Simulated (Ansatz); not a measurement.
System: MgS (model structure, started from the BN type, Pm-3n, No. 223, 12 atoms in the cell). Method: r²SCAN+rVV10 (PAW; Ansatz, a first-principles code).

Settings: plane-wave cutoff 560 eV, 6×6×6 k mesh, Fermi–Dirac smearing 0.01 eV, scalar-relativistic PAW data made under PBE.

Cell (relaxed at this level):

```
MgS
1.0
    6.92816     0.00000     0.00000
    0.00000     6.92816     0.00000
    0.00000     0.00000     6.92816
Mg S
6 6
Direct
  0.25000   0.00000   0.50000
  0.50000   0.25000   0.00000
  0.50000   0.75000   0.00000
  0.75000   0.00000   0.50000
  0.00000   0.50000   0.75000
  0.00000   0.50000   0.25000
  0.25000   0.50000   0.00000
  0.00000   0.25000   0.50000
  0.00000   0.75000   0.50000
  0.75000   0.50000   0.00000
  0.50000   0.00000   0.75000
  0.50000   0.00000   0.25000
```

Task: Give the computed band gap.

Result: 
* **band gap**: 3.43 eV (direct)

Note: the relaxation could raise the start's symmetry but not lower it, so the cell can be a saddle point.

Computed values are for the static lattice.

A model structure was made by putting elements into a prototype or built by hand; it is no filed structure, need not be a known phase, and can be a saddle point held by its symmetry.
